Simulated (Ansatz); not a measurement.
**A constructed model of the (0001) surface of hcp Re, a pseudomorphic layer of Cu in the host's stacking (bottom of the slab: a bare face, its two planes held)**

The numbers are results of PBE (plane waves to 420 eV, PAW; Ansatz, a quantum-chemistry and plane-wave program), not measurements.

Model: 7-atom slab, 13.7 Å thick at the start, 15x15x1 mesh, Fermi-Dirac 0.1 eV, dipole correction, 2 atoms held, the rest relaxed; start symmetry kept, larger cells not searched; no spin, no spin-orbit, no U. It is one candidate, not shown to be the stable structure of the face.

```yaml
work_function_of_the_top_face: 4.49 eV
energy_released_by_relaxation: 0.28 eV
cost: roughly 2.5 core-minutes
```
